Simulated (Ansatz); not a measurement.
Take KI in the rock salt structure (space group Fm-3m, No. 225; a = 7.182 Å) as the base.

All numbers come from PBE in Ansatz (plane waves to 420 eV, PAW, no spin-orbit coupling).

Strains are applied to the cell and any free atomic positions relax.

One change was made to it. Results:

```tsv
quantity	base	after
width of the top valence band	0.54 eV	0.50 eV
band gap	3.86 eV	3.76 eV
energy relative to the base (free energy F)	0 meV/atom	+2.9 meV/atom
hole mass (degenerate bands, along [100])	0.51, 2.8, 2.8 mₑ (at Γ)	0.55, 3.0, 3.0 mₑ (at Γ)
```

Which of these changes matches the shifts?
A. isotropic strain −1.00 %
B. isotropic strain −2.00 %
C. isotropic strain −0.50 %
D. isotropic strain +1.50 %
E. isotropic strain +1.00 %

D, isotropic strain +1.50 %. For comparison, the energy relative to the base in the other runs: isotropic strain −1.00 % gives +1.4 meV/atom; isotropic strain −2.00 % gives +5.9 meV/atom; isotropic strain −0.50 % gives +0.3 meV/atom; isotropic strain +1.00 % gives +1.3 meV/atom.

Spin-orbit coupling, missing from the scalar runs, can matter with I. Masses are band curvatures over ±0.01 Å⁻¹ around the edge. Stability against distortions was not tested.

Ansatz is a program for electronic structure.
